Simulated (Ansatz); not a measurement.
By PBEsol, the system below comes out a metal.

A figure of merit of an interconnect metal is its ballistic conductance per area.

Consider the following.

```
CELL_PARAMETERS angstrom
      2.99902     0.00000     0.00000
      0.00000     4.24125     0.00000
      1.49951     2.12062     1.49951
ATOMIC_POSITIONS crystal
  Ti 0.00000 0.00000 0.00000
  N  0.00000 0.50000 0.00000
```

The cell is taken as given; by PBEsol it stands under a pressure of -7.5 GPa.

The current flows along the normal of the first two printed cell vectors, the (110) plane of the conventional cell. No spin-orbit coupling; the value is a mean over 0.1 eV about the Fermi level.

**Question.** Predict the ballistic conductance per area from PBEsol (Ansatz, a first-principles code).

**Answer.** 1.3 × 10¹⁵ S/m² for both spins.
